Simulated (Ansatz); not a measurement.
Start from TiC in the rock salt structure (space group Fm-3m, No. 225; a = 4.329 Å; relaxed with 0.1 eV smearing).

All numbers come from r2SCAN (Ansatz, a first-principles code), no spin-orbit coupling, earlier PAW set.

Before the change:

Pressure: 0.0 GPa
Band gap: zero

One thing is altered: the cell is scaled by 0.9881 in all directions; the atoms relax in the strained cell.

Task: How does this affect the pressure, energy relative to the base and band gap?

Result: The pressure goes from zero to 10.1 GPa; the energy rises by 11 meV/atom; the band gap stays zero.

No phonon test of stability was made. All final runs are without spin polarisation.
